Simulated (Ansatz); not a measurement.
Levels about the gap of amorphous Hf$_{18}$O$_{39}$Y$_{2}$ (59 atoms in a cell of 781 Å³, 8.54 g/cm³; zone centre alone, so wide bands show as single levels with stretches between that a denser mesh fills), at the geometry that PBE relaxed, where it gives 0.1 GPa on a denser mesh. Exact exchange is cut at the faces of this small cell, which leaves a finite-size error. The participation number counts the atoms over which a state spreads; weights are charges in smoothed Voronoi cells. The levels come from a single point, so bond lengths are those of that geometry. Method of the levels: HSE06, scalar-relativistic without spin-orbit coupling (Ansatz, an electronic-structure program). Sampling: the zone centre alone; Fermi-Dirac width 0.02 eV; no spin polarisation. At PBE the levels at the filled edge of the gap are localised (band-tail or defect states).

Preparation: random packing, a CHGNet melt and quench, and a DFT relaxation. O atoms were pushed apart under 1.9 Å during the dynamics, to hinder bonds among them. The hot cell started wider than the set density and was brought back towards it in steps. It is the lowest in DFT energy of 2 quenches. It is a model cell: composition and starting density were chosen by hand, and all elements were melted together. No dispersion term was used. Its density started from a set value of 8.63 and ended at 8.54 g/cm³. The quench (nominally 380 K/ps over its main leg) was far faster than any real one, so the model tends to hold more defects than a real film. A cell of this size samples the disorder only roughly. The volume was free in the relaxation, at fixed shape. Stress components on the final sampling reach 2.7 GPa.

```json
[
 {"E - E(highest filled), eV": "-0.49", "filling": "filled", "participation number": "16.2", "largest on": "O, 3 neighbours", "weight O": "0.94", "weight Hf": "0.05", "weight Y": "0.00"},
 {"E - E(highest filled), eV": "-0.41", "filling": "filled", "participation number": "5.4", "largest on": "O, 2 neighbours", "weight O": "0.95", "weight Hf": "0.04", "weight Y": "0.01"},
 {"E - E(highest filled), eV": "-0.31", "filling": "filled", "participation number": "14.6", "largest on": "O, 2 neighbours", "weight O": "0.95", "weight Hf": "0.04", "weight Y": "0.01"},
 {"E - E(highest filled), eV": "-0.28", "filling": "filled", "participation number": "13.0", "largest on": "O, 2 neighbours", "weight O": "0.95", "weight Hf": "0.05", "weight Y": "0.00"},
 {"E - E(highest filled), eV": "-0.23", "filling": "filled", "participation number": "16.4", "largest on": "O, 3 neighbours", "weight O": "0.94", "weight Hf": "0.05", "weight Y": "0.00"},
 {"E - E(highest filled), eV": "-0.19", "filling": "filled", "participation number": "15.0", "largest on": "O, 3 neighbours", "weight O": "0.95", "weight Hf": "0.04", "weight Y": "0.01"},
 {"E - E(highest filled), eV": "0.00", "filling": "filled", "participation number": "5.0", "largest on": "O, 3 neighbours", "weight O": "0.95", "weight Hf": "0.04", "weight Y": "0.00"},
 {"E - E(highest filled), eV": "5.46", "filling": "empty", "participation number": "19.6", "largest on": "Hf, 6 neighbours", "weight O": "0.50", "weight Hf": "0.43", "weight Y": "0.07"},
 {"E - E(highest filled), eV": "5.66", "filling": "empty", "participation number": "29.0", "largest on": "Hf, 7 neighbours", "weight O": "0.43", "weight Hf": "0.51", "weight Y": "0.06"},
 {"E - E(highest filled), eV": "5.83", "filling": "empty", "participation number": "16.2", "largest on": "Hf, 8 neighbours", "weight O": "0.38", "weight Hf": "0.58", "weight Y": "0.04"},
 {"E - E(highest filled), eV": "5.85", "filling": "empty", "participation number": "37.3", "largest on": "Hf, 6 neighbours", "weight O": "0.47", "weight Hf": "0.48", "weight Y": "0.05"},
 {"E - E(highest filled), eV": "6.00", "filling": "empty", "participation number": "21.8", "largest on": "Hf, 7 neighbours", "weight O": "0.39", "weight Hf": "0.56", "weight Y": "0.05"},
 {"E - E(highest filled), eV": "6.12", "filling": "empty", "participation number": "25.4", "largest on": "Hf, 7 neighbours", "weight O": "0.38", "weight Hf": "0.57", "weight Y": "0.05"},
 {"E - E(highest filled), eV": "6.17", "filling": "empty", "participation number": "29.9", "largest on": "Hf, 6 neighbours", "weight O": "0.38", "weight Hf": "0.60", "weight Y": "0.02"}
]
```

Most localised among these is the filled level at +0.00 eV, on a O atom, which has 3 neighbours (Hf 2.08 Å, Hf 2.08 Å, Hf 2.25 Å).
